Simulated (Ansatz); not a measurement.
**Rock-salt SiC (model structure)**

The numbers are results of r²SCAN (Ansatz, an electronic-structure program, plane waves, PAW), not measurements.

Run with plane-wave cutoff 500 eV, 16×16×16 k mesh, Fermi–Dirac smearing 0.05 eV, scalar-relativistic PAW data made under PBE.

Cell (relaxed at this level):

```
CSi
1.0
    0.00000     2.01347     2.01347
    2.01347     0.00000     2.01347
    2.01347     2.01347     0.00000
Si C
1 1
Direct
  0.00000   0.00000   0.00000
  0.50000   0.50000   0.50000
```

```
Item             Result
--------  -------------
band gap  zero (no gap)
```

Note: the relaxation could raise the start's symmetry but not lower it, so the cell can be a saddle point.

Static lattice: no zero-point or thermal effects.

A model structure was made by putting elements into a prototype or built by hand; it is no filed structure, need not be a known phase, and can be a saddle point held by its symmetry.
